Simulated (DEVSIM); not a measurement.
## abrupt GaAs n-p junction

Structure: abrupt GaAs n-p junction, at 400 K.

| layer (left to right) | material | thickness (μm) | Nd (cm⁻³) | Na (cm⁻³) | τn (s) | τp (s) |
|---|---|---|---|---|---|---|
| 1 | GaAs | 7.10 | 8.8e16 | - | 8.8e-9 | 8.8e-9 |
| 2 | GaAs | 9.30 | - | 3.6e14 | 8.8e-9 | 8.8e-9 |

Left contact: ohmic. Right contact: ohmic. Voltage is applied to the left contact. Recombination: SRH at mid-gap, radiative, Auger. Mobility is constant in doping.

The device is made up for the run: typed textbook-type constants, with dimensions and the other settings drawn at random. Values at 300 K; Nc and Nv go as T^1.5, mobilities as T to minus their exponent, the gap by Varshni's rule with the affinity fixed.

| parameter | GaAs |
|---|---|
| gap (eV) | 1.424 |
| affinity (eV) | 4.07 |
| permittivity | 12.9 |
| Nc (cm⁻³) | 4.7e17 |
| Nv (cm⁻³) | 9e18 |
| μn (cm²/Vs) | 8500 |
| μp (cm²/Vs) | 400 |
| T exponent of μn | 2.1 |
| T exponent of μp | 2.2 |
| B (cm³/s) | 2e-10 |
| Cn (cm⁶/s) | 1e-30 |
| Cp (cm⁶/s) | 1e-30 |
| Varshni α (eV/K) | 0.000541 |
| Varshni β (K) | 204 |

Simulated with DEVSIM: 1D drift-diffusion, Boltzmann statistics, complete ionisation; no tunnelling, impact ionisation, image-force lowering or self-heating.

Potential step across the device at zero bias: 0.941 V
Largest field in the device at zero bias: 19000 V/cm
Dark forward voltage at 1 A/cm²: 0.672 V
Dark forward voltage at 100 A/cm²: 0.990 V

Dark reverse current:

| V (V) | J (A/cm²) |
|---|---|
| 0.20 | 2.3e-6 |
| 0.50 | 4.5e-6 |
| 1.00 | 7.3e-6 |
| 1.50 | 9.7e-6 |
| 2.00 | 1.2e-5 |
| 3.00 | 1.5e-5 |
| 4.00 | 1.8e-5 |
| 5.00 | 2.1e-5 |
| 6.50 | 2.5e-5 |
| 8.00 | 2.8e-5 |
| 10.00 | 3.2e-5 |

Small-signal capacitance in reverse bias (quasi-static):

```tsv
V (V)	C (nF/cm²)
0.2	5.71
0.5	5.00
1	4.24
1.5	3.75
2	3.40
3	2.92
4	2.60
5	2.37
6.5	2.11
8	1.92
10	1.74
```
